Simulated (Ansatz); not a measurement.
Base system: GaN in the wurtzite structure (space group P6_3mc, No. 186).

```xyz
4
Lattice="3.2184 0.0000 0.0000 -1.6092 2.7872 0.0000 0.0000 0.0000 5.2432" Properties=species:S:1:pos:R:3 pbc="T T T"
Ga     0.0000     1.8581     0.0007
Ga     1.6092     0.9291     2.6223
N      0.0000     1.8581     1.9760
N      1.6092     0.9291     4.5976
```

Level of theory: PBE (Ansatz, an electronic-structure program, PAW, without spin-orbit coupling).

Before the change:

- Band gap: 1.71 eV
- Density: 5.91 g/cm³
- Electron mass: 0.14 mₑ along c, 0.16 mₑ across (at Γ)

The change: cell and atoms relaxed at a pressure of 0.9 GPa.

Problem. How does this affect the band gap, density and electron mass?

Solution. The band gap grows by 0.03 eV (1.71 eV → 1.74 eV); the density goes up by 0.03 g/cm³ to 5.94 g/cm³; the electron mass becomes 0.15 mₑ along c, 0.16 mₑ across (at Γ) (base: 0.14 mₑ along c, 0.16 mₑ across (at Γ)).

Load acts through the strain it causes; cell and atoms are relaxed under it. Effective masses come from finite differences of ±0.01 Å⁻¹. Stability against distortions was not tested.
